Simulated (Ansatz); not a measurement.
A short convergence ladder for CdHClO (P3m1, 8 atoms in the cell)

```
CdHClO
1.0
    3.75361     0.00000     0.00000
   -1.87681     3.25073     0.00000
    0.00000     0.00000    10.47164
Cd H Cl O
2 2 2 2
Direct
  0.66667   0.33333   0.49696
  0.33333   0.66667   0.99219
  0.00000   0.00000   0.31842
  0.00000   0.00000   0.81842
  0.66667   0.33333   0.15574
  0.33333   0.66667   0.65574
  0.00000   0.00000   0.41324
  0.00000   0.00000   0.91324
```

Base method: LDA (PW92), default PAW files made with PBE (plane waves; Ansatz, a first-principles code).

Base settings: basis.ecutwfc = 420 eV; kpoints.mp_grid.grid = 8 8 3; hamiltonian.xc = lda; hamiltonian.pseudopotentials = {kind: paw} (the program's default PAW files); scf.occupations.method = fixed.

**The width of Fermi-Dirac smearing**

In this ladder: scf.occupations.method = fermi_dirac.

The mesh stays at the base's, so the ladder's end is converged at best in this setting alone.

Only quantities that move along the ladder and can be compared are tabulated.

```csv
scf.occupations.width,free energy less the last step's (meV/atom),pressure (GPa),largest difference of a force vector from the last step's (eV/Å)
1 eV,-143.19,-3.78,0.408
0.5 eV,-8.31,-6.98,0.059
0.2 eV,-0.04,-7.34,0.001
0.1 eV,0.00,-7.34,0.000
0.02 eV,0.00,-7.34,0.000
```

Widest scf.occupations.width that holds the free energy within 0.5 meV/atom of the last step, with all finer ones: 0.2 eV; the step before is off by 8.3 meV/atom.

Widest scf.occupations.width that holds the forces within 0.005 eV/Å of the last step, with all finer ones: 0.2 eV; the step before is off by 0.059 eV/Å.

Widest scf.occupations.width that holds the pressure within 0.2 GPa of the last step, with all finer ones: 0.2 eV; the step before is off by 0.37 GPa.

On the base run: the starting cell comes from a database of computed structures (which also holds hypothetical and non-ambient phases and stackings), without a prior relaxation at this level. Its lattice was rescaled by up to half a per cent. One atom was moved a little off its site on purpose. In the base run, with a pressure of about -7 GPa the cell is away from its equilibrium volume at this level. Ansatz's pressure includes its estimate of the finite-basis (Pulay) stress.

Keys are those of Ansatz 0.2.
